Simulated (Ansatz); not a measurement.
Data:

```yaml
crystal:
  lattice:
    - [5.95457, 0.00000, 0.00000]
    - [0.00000, 6.74762, 0.00000]
    - [0.00000, 0.00000, 3.20450]
  atoms:
    - { symbol: Sb, position: [0.31927, 0.85712, 0.50000] }
    - { symbol: Sb, position: [0.68073, 0.14288, 0.50000] }
    - { symbol: Sb, position: [0.81927, 0.64288, 0.00000] }
    - { symbol: Sb, position: [0.18073, 0.35712, 0.00000] }
    - { symbol: Os, position: [0.50000, 0.50000, 0.50000] }
    - { symbol: Os, position: [0.00000, 0.00000, 0.00000] }
```

No spin polarisation.

A single point on OsSb2 with a change (uniaxial strain ε_yy = +0.89 %), its geometry relaxed with PBEsol.

Level of theory: r2SCAN/PAW in Ansatz (a first-principles code), no spin-orbit coupling. Γ-centred 8×7×15 mesh, Fermi–Dirac width 0.05 eV.

### Question
Predict the band gap.

### Answer
0.56 eV.

### Question
What is the computed pressure?

### Answer
1.13 GPa.

### Question
Predict the gap character.

### Answer
Indirect, R → k = (0, 0, 0.267) in the run's primitive reciprocal basis.

### Question
Estimate the width of the top valence band.

### Answer
0.88 eV.

Single points use the geometry relaxed with PBEsol. Spin-orbit coupling, missing from the scalar runs, can matter with Os and Sb. Stability against distortions was not tested. The cell was made from OsSb$_{2}$ (space group Pnnm, No. 58) by this change: uniaxial strain ε_yy = +0.89 %.
